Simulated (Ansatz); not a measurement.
The parent structure is Ge in the diamond structure (space group Fd-3m, No. 227).

```xyz
2
Lattice="0.0000 2.8372 2.8372 2.8372 0.0000 2.8372 2.8372 2.8372 0.0000" Properties=species:S:1:pos:R:3 pbc="T T T"
Ge     2.8372     2.8372     2.8372
Ge     4.2558     4.2558     4.2558
```

Levels (all Ansatz, a first-principles code, PAW): r2SCAN (500 eV, no spin-orbit coupling); HSE06 (420 eV, no spin-orbit coupling).

The geometry is relaxed with r2SCAN.

| Item | Value |
|---|---|
| r2SCAN band gap | 0.36 eV |

Predict the band gap from HSE06.

The band gap rises by 0.417 eV, from 0.36 eV to 0.77 eV.

Single points use the geometry relaxed with r2SCAN. Stability against distortions was not tested.
